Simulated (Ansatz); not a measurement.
CrAgSe$_{2}$ (space group R3m, No. 160; ferromagnetic)

```
CrAgSe2
1.0
    1.84057     1.06265     6.89271
   -1.84057     1.06265     6.89271
    0.00000    -2.12531     6.89271
Cr Ag Se
1 1 2
Direct
  0.99961   0.99961   0.99961
  0.84995   0.84995   0.84995
  0.72895   0.72895   0.72895
  0.26570   0.26570   0.26570
```

Level of theory: PBEsol, PAW, 420 eV (Ansatz, a program for electronic structure; spin-orbit coupling left out). Γ-centred 10×10×10 mesh, Fermi–Dirac width 0.05 eV.

| Item | Value |
|---|---|
| Volume per atom | 20.22 Å³ |
| Density | 6.52 g/cm³ |
| Band gap | 0.31 eV, indirect, L–Γ (77 % along) → k = (0.200, 0.200, -1/2) in the run's primitive reciprocal basis |
| Magnetic state | ferromagnetic |
| Total energy | -5430.262 eV/atom (σ→0; compares only within this code and set-up) |

Other magnetic orders, which the real material may have, were not ruled out. No phonon test of stability was made.
